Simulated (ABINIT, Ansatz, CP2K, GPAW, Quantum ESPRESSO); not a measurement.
## One structure in several programs: SrGe2Ir2 (I4/mmm, 5 atoms in the cell)

Self-consistent single point.

```
CELL_PARAMETERS angstrom
     -2.10214     2.10214     5.40077
      2.10214    -2.10214     5.40077
      2.10214     2.10214    -5.40077
ATOMIC_POSITIONS crystal
  Sr 0.00000 0.00000 0.00000
  Ge 0.36871 0.36871 0.00000
  Ge 0.63129 0.63129 0.00000
  Ir 0.25000 0.75000 0.50000
  Ir 0.75000 0.25000 0.50000
```

All programs got the same cell, k-point mesh and kind of occupations (in Ansatz's words: kpoints.mp_grid.grid = 7 7 7; scf.occupations.method = gaussian; scf.occupations.width = 0.136 eV); potentials, basis and cutoffs are each program's usual ones.

```tsv
code	model	pressure (GPa)	largest force (eV/Å)	k-points	cutoff
Quantum ESPRESSO	PBEsol, PSlibrary PAW (PBE) pseudopotentials	-1.22	0.347	40	45 Ry
Ansatz	PBEsol, PAW files made with PBE	-2.45	0.130	40	420 eV
CP2K	PBEsol, GPW, DZVP-MOLOPT-SR-GTH basis, GTH-PBE potentials (GTH_POTENTIALS)	0.63	0.361	172	grid 500 Ry
ABINIT	PBEsol, norm-conserving pseudopotentials (PseudoDojo nc-sr-04 PBEsol standard)	-2.41	0.147	40	39 Ha
GPAW	PBEsol, GPAW PAW datasets PBEsol (made by gpaw-setup)	-2.19	0.148	40	550 eV
```

The spread over the programs that give each value: pressure within 3.08 GPa; largest force within 0.231 eV/Å.

The starting cell comes from a database of computed structures (which also holds hypothetical and non-ambient phases and stackings), without a prior relaxation at this level. On Ansatz's run: Spin-orbit coupling is off. Spin polarisation is off.

Question: Why do the programs differ, and what cannot be compared?

Answer: Differences of this kind can come from the potentials, where these differ, and from what each basis and cutoff leave unconverged. The valence holds different numbers of electrons (Quantum ESPRESSO 36, Ansatz (a first-principles code) 72, CP2K 52, ABINIT 72, GPAW 48). The zero of total energies and Fermi levels follows the potentials and each program's conventions, so they are not compared here. CP2K uses small atom-centred bases, whose incompleteness enters pressures, forces and empty levels differently from a plane-wave cutoff. Ansatz's pressure is given at a fixed set of plane waves, as the other plane-wave codes print theirs; with its correction for the finite basis it is -2.40 GPa. The programs reduce the same mesh by symmetry to different extents, which changes the work and not the result. In the pressure, Quantum ESPRESSO (by 1.08) and CP2K (by 2.93) lie more than 1 GPa from the median of the plane-wave programs. In the force vectors, Quantum ESPRESSO (by 0.199) and CP2K (by 0.214) lie more than 0.08 eV/Å from the median of the plane-wave programs.

Left out of this page: Elk and FLEUR (not drawn, or without a comparable value); SIESTA (unsound by tests on forces, stress, charge or solver warnings).

Keys are those of Ansatz 0.2.
